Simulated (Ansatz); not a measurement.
Given:

```yaml
crystal:
  lattice:
    - [4.00822, 0.00000, 0.00000]
    - [0.00000, 4.00822, 0.00000]
    - [0.00000, 0.00000, 4.00822]
  atoms:
    - { symbol: Ba, position: [0.50000, 0.50000, 0.50000] }
    - { symbol: Mo, position: [0.00000, 0.00000, 0.00000] }
    - { symbol: O, position: [0.00000, 0.50000, 0.00000] }
    - { symbol: O, position: [0.50000, 0.00000, 0.00000] }
    - { symbol: O, position: [0.00000, 0.00000, 0.50000] }
```

Computed with PBEsol, DFPT electron-phonon coupling, linearised Boltzmann equation (plane waves, PAW, scalar-relativistic; Ansatz, a program for electronic structure). Cell: relaxed with this functional, without spin-orbit coupling.

Problem. Estimate the phonon-limited resistivity at 300 K, by direction if it differs.

Solution. 9.3 μΩ·cm.

Problem. How long is the mean free path there?

Solution. 11.5 nm, weighted by the current that each state carries. Wires not much wider than this gain resistivity from their walls.

A metal at this level (no band gap). Only scattering by harmonic phonons is included (no impurities, grain boundaries, electron-electron scattering or thermal expansion). Spin-orbit coupling is left out. The squared frequency of the phonon mode least converged on the k mesh is uncertain by 18 %. The run warned that the eigensolver left some states short of its tolerance. Halving the electron mesh (20x20x20) moves the resistivity by up to 3 % at 300 K, the mean free path by up to 6 %. Smearing 0.20 eV; phonons on a 4x4x4 q mesh, which this run doesn't test.

Computed structure, not matched to a measured one here, so possibly hypothetical: BaMoO3 (Pm-3m).
